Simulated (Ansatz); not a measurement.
Take W in the bcc (W type) structure (space group Im-3m, No. 229; a = 3.154 Å; relaxed with 0.1 eV smearing) as the base. Axes: x, y, z lie along the cube axes.

The values are results of DFT with PBEsol, PAW potentials and a 420 eV plane-wave cutoff in Ansatz (a program for electronic structure), no spin-orbit coupling, not measurements.

One thing is altered: the cell is scaled by 0.9750 in all directions, atoms relaxed at fixed cell.

Predict the stress tensor and what it implies for the stiffness.

Stress of the strained cell less that of the base (GPa, compression positive):
```
   28.7     0.0     0.0
    0.0    28.7     0.0
    0.0     0.0    28.7
```

Then B = −ΔP/(ΔV/V₀) with ΔV/V₀ = -0.0731 gives secant stiffness values (nonlinear terms included at this strain): B ≈ 392 GPa.

As a check, the harmonic strain energy −½ V₀ Δσ:ε is 110 meV/atom; the computed energy rise is 96 meV/atom.

No phonon test of stability was made. All final runs are without spin polarisation.
